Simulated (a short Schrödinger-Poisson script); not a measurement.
Structure: gated Al0.25Ga0.75As/GaAs δ-doped gas in a quantum well, at 77 K.

```csv
layer,material,thickness (nm),Na (cm⁻³)
1,Al0.25Ga0.75As,20,-
2,Al0.25Ga0.75As,3,-
3,GaAs,8,-
4,Al0.25Ga0.75As,4000,8e14
```

The device is made up for the run: typed textbook-type constants, with dimensions and the other settings drawn at random. Al0.25Ga0.75As: permittivity 12.19, conduction-band edge (eV) 0.198, gap (eV) 1.736, electron mass (mₑ) 0.0878, Nv at 300 K (cm⁻³) 9e18. GaAs: permittivity 12.9, conduction-band edge (eV) 0, gap (eV) 1.424, Nv at 300 K (cm⁻³) 9e18.

Channel valleys (confinement mass, in-plane density-of-states mass, number): Γ 0.067, 0.067, 1. At the gate the conduction-band edge of layer 1 lies 0.95 eV − eVg above the Fermi level of the channel; the field vanishes at the back. Sheet of ionised δ-doping: +2.1e12 e/cm² at 20 nm from the gate. The barrier under the gate holds no holes. Gaps are held at their typed values at every temperature. Mesh 0.08 nm at interfaces.

Solved with a short Schrödinger-Poisson script written for these runs: 1D Poisson equation in equilibrium, electrons quantum, Hartree plus LDA exchange-correlation (BenDaniel-Duke, 40 states a valley, the channel's in-plane mass for all, wave functions free to enter the barrier), parabolic valleys, classical holes, full ionisation, no traps, pinning or gate leakage.

The same stack at other levels of the model or other numerical settings:

```csv
run,sheet density of all electrons at Vg = 0.5 V (cm⁻²),capacitance at Vg = 0.5 V (μF/cm²),centroid of the channel electrons at Vg = 0.5 V (nm),gate voltage at 1e11 electrons/cm² (V),rough cost against the base
base,7.19e11,0.402,3.55,0.25,about 1
"electrons treated as classical, Boltzmann",8.59e11,0.451,1.43,0.22,0.03
"electrons treated as classical, Fermi-Dirac",7.27e11,0.382,3.15,0.23,0.09
"electrons treated as quantum, Hartree",6.89e11,0.397,3.57,0.26,about 1
mesh six times as coarse,7.18e11,0.402,3.52,0.25,0.3
one subband a valley,7.19e11,0.402,3.55,0.25,0.2
```

The classical rows ignore confinement, and Boltzmann statistics overrate the density once the band edge passes the Fermi level.
